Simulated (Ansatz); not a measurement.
Output of an Ansatz run (abridged):

```
WARN ansatz: RAYON_NUM_THREADS=1 ignored (pool sized by the plan → 1); use --threads N
Pseudopotentials: kind: paw
Pseudopotential: Nb, paw, valence charge 13
Pseudopotential: Sn, paw, valence charge 14
Crystal: 8 atoms, lattice volume = 144.221 Å³
Basis set: ecut = 420 eV, 2801 PW (Γ)
Bands: 64, of which v1, the nominal top of the filled ones, is band 53 counted from 1 (52 counted from 0)
Symmetry: 48 space group operations
Space group: Pm-3n (ITA 223), of the structure as read, at distance tolerance 5.2e-5 Å
k-points: 4 of 64
PAW frozen core: Nb, regenerated for the run's functional, and the local potential with it
PAW frozen core: Sn, regenerated for the run's functional, and the local potential with it
Initial density: superposition of atomic densities (neutral atoms: chi_scale 0, normalization atom), corrected by the library's trained network
Initial wavefunctions: pseudopotential atomic-orbital guess
Eigensolver: davidson
Functional: x = slater, c = lda
SCF iter   1: F=—  HF=-38416.337215 eV  |F-HF|=—  |Δ(HF+E_count)|=         —  Δρ=8.09e-3  dr2=4.62e-2  ethr=1.77e-3  ⟨swp⟩=5.2  Hψ=855  notcnv=0
all-band conjugate gradients solve this SCF's bands
preconditioner: auto → Kerker (q_TF=auto, 2.592 Å⁻¹)
SCF iter   2: F=—  HF=-38416.327086 eV  |F-HF|=—  |Δ(HF+E_count)|=   1.01e-2  S|Δr|=    0.00e0  Δρ=4.30e-3  dr2=1.47e-2  ethr=4.36e-5  ⟨swp⟩=2.2  Hψ=465  notcnv=0
SCF iter   3: F=—  HF=-38416.322481 eV  |F-HF|=—  |Δ(HF+E_count)|=   4.60e-3  S|Δr|=    0.00e0  Δρ=4.52e-4  dr2=4.15e-4  ethr=1.39e-5  ⟨swp⟩=2.2  Hψ=361  notcnv=0
SCF iter   4: F=—  HF=-38416.322354 eV  |F-HF|=—  |Δ(HF+E_count)|=   1.27e-4  S|Δr|=    0.00e0  Δρ=1.29e-4  dr2=3.24e-5  ethr=3.91e-7  ⟨swp⟩=2.0  Hψ=321  notcnv=0
SCF iter   5: F=—  HF=-38416.322338 eV  |F-HF|=—  |Δ(HF+E_count)|=   1.61e-5  S|Δr|=    0.00e0  Δρ=1.50e-5  dr2=4.18e-7  ethr=3.05e-8  ⟨swp⟩=2.0  Hψ=332  notcnv=0
SCF iter   6: F=-38416.322338 eV  HF=-38416.322338 eV  |F-HF|=2.39e-9  |Δ(HF+E_count)|=   8.17e-8  S|Δr|=    0.00e0  Δρ=3.16e-6  dr2=8.51e-9  ethr=9.43e-11  ⟨swp⟩=10.0  Hψ=990  notcnv=0
SCF 1 converged in 6 iterations: F = -38416.322338 eV  dr2 = 8.51e-9
SCF converged after 6 iterations
Stability not checked (fill_not_monotonic)
Free energy (F): -38416.322338 eV
Harris-Foulkes:  -38416.322338 eV  (|F-HF|=2.39e-9)
Internal energy: -38416.317247 eV  (E = F + TS)
E sigma→0 (E₀):  -38416.320641 eV
Entropy (-TS):   -0.005091 eV (-0.636 meV/atom)
Fermi energy:    17.407974 eV
Step filling:    the computed levels leave a gap of 0.1006 eV = 0.5 smearing widths
--- Per-component energies (eV) ---
  E_band       = -412.071310
  E_kinetic    = 2760.148916
  E_local      = -5316.195704  (includes V_loc(G=0)·N_el)
  E_nonlocal   = 694.757013
  E_hartree    = 2158.438205
  E_xc         = -1808.178161
  E_vxc        = -1478.366249  (∫ρ·V_xc dr)
  E_paw        = -25789.225085  (= ΣΔE_a)
  E_vpaw       = -1389.290552  (= ΣTr[D̂ρ^β])
  E_aug_tail   = 0.000034  (compensation charges beyond the density's cutoff)
  E_ewald      = -11119.466427
  E_core_change = 3.403963  (= ΣΔE_core)
  E_smearing   = -0.005091  (= −TS)
  E_closure    = -0.000000  (closes the sum)
  Σ components = -38416.322338   (vs F -38416.322338, Δ=0.00e0)
--- Forces (eV/Å), atoms counted from 1 ---
  atom   1  Nb     0.00000000     0.00000000     0.00000000
   [... zero for the other atoms too ...]
  max |Σ_I F_I| component: 2.80e-17 eV/Å
--- Stress (GPa, compression-positive) ---
       -2.261735       0.000000       0.000000
        0.000000      -2.261735       0.000000
       -0.000000       0.000000      -2.261735
  P = ⅓ Tr σ = -2.2617 GPa (-22.617 kbar)
  The stress holds the Pulay correction. Without it, at fixed plane waves, as pw.x and ABINIT print it: P = -2.3031 GPa
--- Band table (eV) ---
  k-point 0: bands = ["-36.9341", "-36.8616", "-36.8616", "-36.6368", "-36.6368", "-36.6342", "-13.9256", "-13.9256", "-13.7820", "-13.2220", "-13.2174", "-13.2174", "-12.9396", "-12.8654", "-12.8654", "-12.7953", "-12.7953", "-12.7870", "-12.7677", [...]
  k-point 1: bands = ["-36.9050", "-36.8778", "-36.8048", "-36.7085", "-36.6363", "-36.6355", "-13.9062", "-13.8754", "-13.4030", "-13.2072", "-13.2038", "-13.1059", "-12.9985", "-12.9061", "-12.8992", "-12.8174", "-12.8121", "-12.7590", "-12.7433", [...]
  k-point 2: bands = ["-36.8883", "-36.8305", "-36.7978", "-36.7169", "-36.7012", "-36.6361", "-13.8934", "-13.4595", "-13.3915", "-13.1513", "-13.1272", "-13.1169", "-13.0265", "-12.9326", "-12.9277", "-12.8463", "-12.8260", "-12.8039", "-12.7333", [...]
  k-point 3: bands = ["-36.8285", "-36.8074", "-36.8074", "-36.7132", "-36.7132", "-36.7041", "-13.4436", "-13.4436", "-13.4083", "-13.1558", "-13.1456", "-13.0418", "-13.0418", "-12.9042", "-12.8832", "-12.8536", "-12.8536", "-12.7859", "-12.7859", [...]
```

The structure:

```xyz
8
Lattice="5.2442 0.0000 0.0000 0.0000 5.2442 0.0000 0.0000 0.0000 5.2442" Properties=species:S:1:pos:R:3 pbc="T T T"
Nb     1.3110     0.0000     2.6221
Nb     3.9331     0.0000     2.6221
Nb     2.6221     3.9331     0.0000
Nb     2.6221     1.3110     0.0000
Nb     0.0000     2.6221     3.9331
Nb     0.0000     2.6221     1.3110
Sn     0.0000     0.0000     0.0000
Sn     2.6221     2.6221     2.6221
```

Q: Reconstruct the input of this run.

A: Other spellings and defaults could give the same log, and not every line can be read from it. The input that was run (DFT, LDA (PW92), plane waves, default PAW files made with PBE):

Ansatz 0.2 input:
```yaml
crystal:
  lattice:
    - [5.244159, 0.000000, 0.000000]
    - [0.000000, 5.244159, 0.000000]
    - [0.000000, 0.000000, 5.244159]
  atoms:
    - { symbol: Nb, position: [0.250000, 0.000000, 0.500000] }
    - { symbol: Nb, position: [0.750000, 0.000000, 0.500000] }
    - { symbol: Nb, position: [0.500000, 0.750000, 0.000000] }
    - { symbol: Nb, position: [0.500000, 0.250000, 0.000000] }
    - { symbol: Nb, position: [0.000000, 0.500000, 0.750000] }
    - { symbol: Nb, position: [0.000000, 0.500000, 0.250000] }
    - { symbol: Sn, position: [0.000000, 0.000000, 0.000000] }
    - { symbol: Sn, position: [0.500000, 0.500000, 0.500000] }
basis:
  ecutwfc: 420.0 eV
kpoints:
  mp_grid: { grid: [4, 4, 4], shift: [0.5, 0.5, 0.5] }
hamiltonian:
  xc: lda
  pseudopotentials: { kind: paw }
scf:
  occupations: { method: cold, width: 0.2 eV }
output:
  forces: true
  eigenvalues: true
  stress: true
```

The starting cell comes from a database of computed structures (which also holds hypothetical and non-ambient phases and stackings), without a prior relaxation at this level. Its lattice was rescaled by a random factor within 2.5 % of one. Spin polarisation is off. Ansatz's pressure includes its estimate of the finite-basis (Pulay) stress.

Ansatz is an electronic-structure program.
